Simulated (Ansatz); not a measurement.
Structure of amorphous W$_{16}$Si$_{12}$N$_{24}$ (periodic cell):

```xyz
52
Lattice="8.2461 0.0626 -0.3240 0.0626 8.4892 0.1257 -0.3240 0.1257 8.7678" Properties=species:S:1:pos:R:3 pbc="T T T"
W      4.0004     8.5152     7.5122
W      2.5237     7.0418     5.5315
W      4.5754     6.2187     0.6464
W      6.2533     6.6304     7.9382
W      8.1719     5.7547     1.6769
W      3.6656     3.6582     3.7693
W      0.1686     8.1177     3.7347
W      4.3690     1.9690     1.1028
W      8.2059     8.4276     0.7377
W      1.8632     6.2111     8.1427
W      5.2666     7.0925     5.3482
W      0.1590     8.0461     7.1594
W      5.7666     5.8014     3.1517
W      2.8893     4.1243     1.2621
W      3.8776     0.6466     3.6511
W      2.3942     6.7489     2.8395
Si     3.0561     3.3325     7.0293
Si     6.3242     1.2590     6.0152
Si     5.9872     3.9593     0.4828
Si     6.8564     2.9698     3.3513
Si     0.5478     5.2704     4.9623
Si     0.7841     2.4345     5.3506
Si     5.9042     8.1657     1.6497
Si     6.3147     3.7151     5.9987
Si     0.1564     2.9568     8.1697
Si     3.1612     8.2715     1.1224
Si     1.0286     2.3541     2.2864
Si     4.0697     5.5138     6.9630
N      6.4976     0.2643     7.6013
N      0.1415     1.7720     6.8228
N      3.9144     5.3059     2.4644
N      3.8864     2.0194     7.8541
N      2.0672     8.5058     4.1035
N      1.0587     4.0963     2.0264
N      5.2563     2.2756     3.2624
N      5.4945     7.7920     3.3916
N      2.2301     5.2674     4.3882
N      7.2477     8.4897     5.1848
N      2.1147     8.2595     7.2662
N      6.8728     4.0493     7.6979
N      0.2820     6.5661     0.1212
N      0.7536     6.1576     6.4095
N      5.2750     4.7168     4.9268
N      7.8109     3.8482     4.8776
N      2.7527     2.1697     2.5720
N      2.4508     2.8420     5.4290
N      0.3800     1.8430     0.8072
N      7.7589     6.2340     3.6097
N      6.8246     4.1609     2.1070
N      1.6615     3.9324     8.0683
N      4.7124     0.6592     5.5601
N      0.1067     1.8678     3.7414
```

The numbers are results of PBE, scalar-relativistic without spin-orbit coupling (plane waves to 420 eV, PAW; Ansatz, a first-principles code), not measurements. The usual formal charges leave 72 electrons over, so the level spacing at the Fermi energy parts defect or band states and needn't be the band gap.

A CHGNet melt-quench gave the starting glass, which DFT then relaxed. N atoms were pushed apart under 1.9 Å during the dynamics, to hinder bonds among them. The hot cell started wider than the set density and was brought back towards it in steps. It is the lowest in DFT energy of 2 quenches. It is a model cell: composition and starting density were chosen by hand, and all elements were melted together. No dispersion term was used. Its density started from a set value of 11.61 and ended at 9.80 g/cm³. The quench (nominally 450 K/ps over its main leg) was far faster than any real one, so the model tends to hold more defects than a real film. One small periodic cell is one sample of the glass; other quenches scatter about these values. Volume and shape were free in the relaxation. On a 2×2×2 Γ-centred mesh force components of up to 0.35 eV/Å stay, since the relaxation ran on one k-point at (1/4, 1/4, 1/4).

Neighbours within W-W 3.04 Å, W-Si 2.74 Å, W-N 2.76 Å, Si-Si 2.60 Å, Si-N 2.30 Å, N-N 1.70 Å count as bonded. Two cations that share two anions don't count as bonded, nor two that share one unless they lie closer than W-W 2.95 Å, W-Si 2.66 Å, Si-Si 2.38 Å.

Question: Give the coordination numbers, mean bond lengths and angles.

Answer: 
```yaml
Mean coordination of W by anions: 3.94 (1 with 1, 4 with 3, 7 with 4, 2 with 5, 2 with 6); 43 close contacts or bonds to cations besides
Mean coordination of Si by anions: 2.75 (2 with 0, 1 with 1, 1 with 2, 2 with 3, 6 with 4); 17 close contacts or bonds to cations besides
Mean coordination of N: 4.00 (4 with 3, 16 with 4, 4 with 5)
Mean W-N bond: 2.148 Å (spread 0.136 Å, 63 counted)
Mean Si-N bond: 1.810 Å (spread 0.096 Å, 33 counted)
Mean W-W close contact: 2.768 Å (spread 0.102 Å, 15 counted)
Mean W-Si close contact: 2.576 Å (spread 0.068 Å, 13 counted)
Bond angle at W: mean 100.6°, spread 31.3°
Bond angle at Si: mean 106.2°, spread 19.9°
Bond angle at N: mean 107.2°, spread 22.4°
```
